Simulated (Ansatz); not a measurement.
A computed series for Pd: element substitutions

Consider Pd in the fcc (Cu type) structure (space group Fm-3m, No. 225).

```xyz
1
Lattice="0.0000 1.9379 1.9379 1.9379 0.0000 1.9379 1.9379 1.9379 0.0000" Properties=species:S:1:pos:R:3 pbc="T T T"
Pd     0.0000     0.0000     0.0000
```

Each row replaces one element on all its sites; cell and atoms are relaxed.

Levels (all Ansatz, a quantum-chemistry and plane-wave program, PAW): PBEsol (420 eV, no SOC); r2SCAN (500 eV, no spin-orbit coupling).

Pressures by level, all at the geometries relaxed with PBEsol:

```
case      PBEsol   r2SCAN
-------  -------  -------
base     0.0 GPa  4.9 GPa
Pd → Ni  0.0 GPa  3.0 GPa
Pd → Ir  0.0 GPa  4.2 GPa
Pd → Re  0.0 GPa  3.9 GPa
```

The magnetic state is the one reached from the starting moments; the real material's order can differ, and small cells can't hold many antiferromagnetic ones. Single points use the geometry relaxed with PBEsol. Their cutoffs differ, which shifts pressures a little. Whether these cells are dynamically stable was not tested. Spin-polarised in the final run: PBEsol Ni and r2SCAN Ni; the other runs are not. Pd has a high density of states at the Fermi level and may be magnetic at this level. This is not the structure that Re has at room temperature and ambient pressure.
